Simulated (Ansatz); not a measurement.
System: B20 (FeSi-type) MnSi. Method: LDA (Ansatz, a first-principles code, PAW).

Numerical settings: plane-wave cutoff 520 eV, 12×12×12 k mesh, Fermi–Dirac smearing 0.05 eV, spin-polarised with parallel moments, scalar-relativistic PAW data made under PBE.

Cell (relaxed at this level):

```yaml
crystal:
  lattice:
    - [4.42803, 0.00000, 0.00000]
    - [0.00000, 4.42803, 0.00000]
    - [0.00000, 0.00000, 4.42803]
  atoms:
    - { symbol: Mn, position: [0.86268, 0.63732, 0.36268], spin: 1.2 }
    - { symbol: Mn, position: [0.36268, 0.86268, 0.63732], spin: 1.2 }
    - { symbol: Mn, position: [0.13732, 0.13732, 0.13732], spin: 1.2 }
    - { symbol: Mn, position: [0.63732, 0.36268, 0.86268], spin: 1.2 }
    - { symbol: Si, position: [0.15461, 0.34539, 0.65461] }
    - { symbol: Si, position: [0.65461, 0.15461, 0.34539] }
    - { symbol: Si, position: [0.84539, 0.84539, 0.84539] }
    - { symbol: Si, position: [0.34539, 0.65461, 0.15461] }
```

Q: Estimate the bulk modulus B0, magnetic moment (largest site, within a sphere) and pressure derivative B′ of the bulk modulus that the calculation returns.

A: 
bulk modulus B0: 227 GPa
magnetic moment (largest site, within a sphere): 0.64 μB
pressure derivative B′ of the bulk modulus: 4.2

The run finds no gap.

Measured, for comparison: bulk modulus 167 GPa (room temperature, no zero-point or thermal correction; as tabulated in Study of the compressibility of FeSi, MnSi, and CoS2 (JETP Letters), abstract). Computed (rounded) less measured: bulk modulus +36 %.

Note: the collinear magnetic order is the start's and need not be the measured one; the bulk modulus comes from volumes at which shape and atoms were relaxed.

Spins in the cell block are starting values.

Moments are spin moments.

The computed numbers hold no vibrational or temperature effects.
